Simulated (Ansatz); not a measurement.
Defect migration in wurtzite GaN: Ga vacancy, charge state -3. All values below come from PBE, PAW (plane waves to 420 eV; Ansatz, a quantum-chemistry and plane-wave program).

72-site cell at the relaxed PBE lattice, one k-point at (0.125, 0.250, 0.250), smearing 0.01 eV, spin-restricted, no finite-size correction. Energies are static. The charge state is imposed; whether it is stable for some Fermi level was not computed. Forms of the defect that were not tried may lie lower.

Barriers: single points on a 2×2×2 k-point mesh shifted by half a step along c at the bands' geometries (they differ from the bands' own by up to 0.06 eV, and are uncertain by about as much).

Relaxed starting cell (atoms counted from 1):

```xyz
71
Lattice="9.6554 0.0000 0.0000 -4.8277 8.3618 0.0000 0.0000 0.0000 10.4862" Properties=species:S:1:pos:R:3 pbc="T T T"
Ga     1.6078     0.9248     7.8293
Ga     0.0052     3.6518     2.6031
Ga    -0.0066     3.7076     7.8750
Ga    -1.6548     6.5373     2.6042
Ga    -1.6144     6.4977     7.8760
Ga     4.7730     0.9467     2.6027
Ga     4.8265     0.9300     7.8751
Ga     3.2071     3.6517     2.6041
Ga     3.2212     3.7071     7.8753
Ga     1.6090     6.4973     2.6152
Ga     1.6084     6.4982     7.8682
Ga     8.0984     0.9494     2.6026
Ga     8.0446     0.9312     7.8752
Ga     6.4332     3.7163     2.5953
Ga     6.4347     3.7135     7.8756
Ga     4.8710     6.5394     2.6050
Ga     4.8313     6.4986     7.8763
Ga     0.0291     1.8404     5.2142
Ga     0.0087     1.8527    10.5444
Ga    -1.6107     4.6517     5.2275
Ga    -1.6071     4.6559    10.5251
Ga    -3.2231     7.4781     5.2171
Ga    -3.2230     7.4592    10.5458
Ga     3.1781     1.8392     5.2144
Ga     3.1974     1.8509    10.5450
Ga     1.6037     4.6365     5.2307
Ga     1.6033     4.6414    10.4984
Ga    -0.0127     7.4403     5.2301
Ga    -0.0083     7.4385    10.4992
Ga     6.4310     1.8573     5.2269
Ga     6.4302     1.8528    10.5245
Ga     4.8173     4.6519     5.2279
Ga     4.8131     4.6556    10.5259
Ga     3.2218     7.4415     5.2308
Ga     3.2172     7.4399    10.4990
N      1.6026     0.9334     4.7960
N      1.6027     0.9343     9.8071
N     -0.0076     3.7214     4.6018
N     -0.0045     3.7314     9.8319
N     -1.6129     6.5052     4.6026
N     -1.6012     6.5044     9.8329
N      4.8259     0.9307     4.6005
N      4.8324     0.9224     9.8318
N      3.2140     3.7203     4.6033
N      3.2102     3.7305     9.8324
N      1.6046     6.5047     4.6010
N      1.6046     6.5049     9.8408
N      8.0367     0.9320     4.6002
N      8.0296     0.9243     9.8317
N      6.4308     3.7201     4.5942
N      6.4307     3.7204     9.8512
N      4.8210     6.5059     4.6041
N      4.8099     6.5048     9.8335
N     -0.1071     1.9130     1.9260
N     -0.0266     1.8670     7.2352
N     -1.5960     4.6516     1.9993
N     -1.6136     4.6401     7.2144
N     -3.2188     7.2912     1.9218
N     -3.2189     7.3989     7.2379
N      3.3301     1.9158     1.9239
N      3.2428     1.8663     7.2356
N      1.6061     4.6442     1.9808
N      1.6071     4.6414     7.2144
N      0.0071     7.4255     1.9821
N      0.0017     7.4272     7.2136
N      6.4345     1.8385     1.9998
N      6.4352     1.8586     7.2138
N      4.8091     4.6523     1.9993
N      4.8277     4.6407     7.2145
N      3.2098     7.4286     1.9814
N      3.2147     7.4283     7.2144
```
Cell charge -3.

End state 1 differs by these moves (Å; atoms that move under 0.08 Å are left out):

```csv
atom,element,Δx,Δy,Δz
2,Ga,-0.05,0.10,0.00
4,Ga,-1.56,2.69,0.00
6,Ga,0.04,-0.08,0.00
36,N,0.00,0.00,-0.19
40,N,0.00,0.00,0.19
54,N,0.12,-0.05,0.07
56,N,-0.01,-0.15,-0.08
58,N,-0.11,0.20,0.00
60,N,-0.11,-0.06,0.06
64,N,0.10,0.06,-0.06
```

Q: Estimate the forward and backward barriers to end state 1 that PBE, PAW returns for this input.

A: forward 2.16 eV, backward 2.16 eV; at the saddle point atom 4 has neighbours N at 1.82, N at 2.23, N at 2.28, N at 2.32, N at 2.33 Å. The saddle point's order was not checked.

End state 2 differs by these moves (Å; atoms that move under 0.08 Å are left out):

| atom | element | Δx | Δy | Δz |
|---|---|---|---|---|
| 4 | Ga | 0.03 | -0.03 | 0.07 |
| 8 | Ga | 0.02 | 0.05 | 0.06 |
| 16 | Ga | -0.03 | -0.03 | 0.07 |
| 22 | Ga | 0.00 | 1.79 | -2.54 |
| 23 | Ga | 0.00 | -0.02 | -0.10 |
| 36 | N | 0.00 | 0.14 | -0.25 |
| 40 | N | 0.10 | -0.06 | -0.06 |
| 52 | N | -0.11 | -0.06 | -0.06 |
| 54 | N | 0.09 | -0.06 | 0.04 |
| 58 | N | 0.00 | 0.14 | 0.02 |
| 59 | N | 0.00 | 0.03 | 0.18 |
| 60 | N | -0.10 | -0.06 | 0.04 |

Q: Estimate the forward and backward barriers to end state 2 that PBE, PAW returns for this input.

A: forward 1.99 eV, backward 1.99 eV; at the saddle point atom 22 has neighbours N at 1.78, N at 1.88 Å. The saddle point's order was not checked, and it lies on a symmetry element of the cell, where a band can be held.
